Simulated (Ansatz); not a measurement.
## Carrier properties of InP under load (space group I-4m2)

Data:

```
CELL_PARAMETERS angstrom
      0.00000     2.99251     2.84681
      2.99251     0.00000     2.84681
      2.99251     2.99251     0.00000
ATOMIC_POSITIONS crystal
  In 0.00000 0.00000 0.00000
  P  0.25000 0.25000 0.25000
```

The numbers are results of r2SCAN with spin-orbit coupling, rigid bands (plane waves, PAW; Ansatz, an electronic-structure program), not measurements. Condition of this run: uniaxial stress zz = 2 GPa (compression positive) (the target of the relaxation). Geometry: cell and atoms relaxed with r2SCAN, then loaded as said.

```yaml
band_gap: 0.93 eV
electron conductivity mass (300 K, dilute): 0.090 (x), 0.090 (y), 0.081 (z) mₑ
hole conductivity mass (300 K, dilute): 0.47 (x), 0.47 (y), 0.189 (z) mₑ
effective density of states N_c (300 K): 5.9e17 cm⁻³
effective density of states N_v (300 K): 4.8e18 cm⁻³
density_of_states_mass_electrons: 0.083 mₑ
density_of_states_mass_holes: 0.33 mₑ
Seebeck coefficient, n-type 1e19 cm⁻³, 300 K: -57 μV/K
Seebeck coefficient, p-type 1e19 cm⁻³, 300 K: 207 μV/K
```

Rigid bands; masses and Seebeck coefficients take one relaxation time τ for all states and one kind of carrier; polarons and phonon drag are left out.
